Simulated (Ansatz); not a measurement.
We consider Ir (P6₃/mmc, No. 194, 2 atoms in the cell; start mp-2647032; another form than the element's usual one), described by PBEsol (Ansatz, a program for electronic structure, plane waves, PAW).

Run with plane-wave cutoff 520 eV, 24×24×12 k mesh (along the axes of the cell as run), Fermi–Dirac smearing 0.05 eV, no spin polarisation, scalar-relativistic PAW data made under PBE.

Cell (relaxed at this level):

```
Ir
1.0
    2.71773     0.00000     0.00000
   -1.35886     2.35362     0.00000
    0.00000     0.00000     4.41236
Ir
2
Cartesian
  1.35886   0.78454   3.30927
  0.00000   1.56908   1.10309
```

Task: What does this level give for the bulk modulus B0?

Result: 
- bulk modulus B0: 384 GPa

Note: the run has no spin polarisation, so it can have missed a magnetic state; the bulk modulus is −V dP/dV from two relaxed cells at ±2 % in volume; the relaxation could not lower the start's symmetry, so the cell can be a saddle point above a distorted one.

Spin–orbit coupling is not included.

Computed values are for the static lattice.

Computing time: about 100 core-seconds (a rough figure).

A start named mp-… is a Materials Project structure, which need not be a measured phase.
